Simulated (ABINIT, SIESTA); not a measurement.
An ABINIT input for a self-consistent single point of Sr (P6_3/mmc, 2 atoms in the cell) (DFT, PBEsol, plane waves, norm-conserving pseudopotentials (PseudoDojo nc-sr-04 PBEsol standard)):

```
# Sr, PseudoDojo nc-sr-04 PBEsol standard
pp_dirpath "./"
pseudos "Sr.upf"
acell 3*1.0 Angstrom
rprim
         4.1734458514    0.0000000345    0.0000000000
        -2.0867229556    3.6143101114    0.0000000000
         0.0000000000    0.0000000000    6.8353230000
natom 2
ntypat 1
znucl 38
typat 1 1
xred
         0.3333333333    0.6666666667    0.2500000000
         0.6666666667    0.3333333333    0.7500000000
ecut 34 Ha
occopt 7
tsmear 0.272 eV
nband 15
kptopt 1
ngkpt 12 12 7
nshiftk 1
shiftk 0 0 0
nstep 50
tolvrs 1.0e-11
prtwf 0
prtden 0
enunit 1
```

### Question
Translate this input to SIESTA.

### Answer
This is the input that was run; spellings and numerical settings could be chosen otherwise.

```
# files in the folder: Sr.psml (PseudoDojo PBEsol standard)
SystemName  Sr
SystemLabel sr

NumberOfAtoms                2
NumberOfSpecies              1
%block ChemicalSpeciesLabel
  1 38 Sr
%endblock ChemicalSpeciesLabel
LatticeConstant              1.0 Ang
%block LatticeVectors
     4.173446000    0.000000000    0.000000000
    -2.086723000    3.614310000    0.000000000
     0.000000000    0.000000000    6.835323000
%endblock LatticeVectors
AtomicCoordinatesFormat      Ang
%block AtomicCoordinatesAndAtomicSpecies
    -0.000002087    2.409541205    1.708830750  1
     2.086725087    1.204768795    5.126492250  1
%endblock AtomicCoordinatesAndAtomicSpecies

XC.functional                GGA
XC.authors                   PBEsol
PAO.BasisSize                DZP
PAO.EnergyShift              0.005 Ry
MeshCutoff                   350 Ry
%block kgrid.MonkhorstPack
   12   0   0  0.0
    0  12   0  0.0
    0   0   7  0.0
%endblock kgrid.MonkhorstPack
OccupationFunction           MP
OccupationMPOrder            0
ElectronicTemperature        0.272 eV

MaxSCFIterations             150
SCF.Mixer.Method             Pulay
SCF.Mixer.Weight             0.1
SCF.Mixer.History            8
SCF.DM.Tolerance             1.0E-04
Diag.ParallelOverK           true
WriteForces                  true
```

Basis, cutoffs, solver keys and any potentials are the target program's own. This input uses DFT, GGA PBEsol, numerical atomic orbitals DZP, PseudoDojo PBEsol standard norm-conserving potentials (rewritten from UPF to PSML). Both were run: pressure 0.19 GPa in ABINIT and 5.61 in SIESTA.

On SIESTA: the starting cell comes from a database of computed structures (which also holds hypothetical and non-ambient phases and stackings), without a prior relaxation at this level. Its lattice was rescaled by a random factor within 2.5 % of one. For this run, on top of that: lattice scaled by 0.98. Values carry the incompleteness of an atom-centred basis. With a pressure of about 6 GPa the cell is away from its equilibrium volume at this level.

On ABINIT: the starting cell comes from a database of computed structures (which also holds hypothetical and non-ambient phases and stackings), without a prior relaxation at this level. Its lattice was rescaled by a random factor within 2.5 % of one. For this run, on top of that: lattice scaled by 0.98.
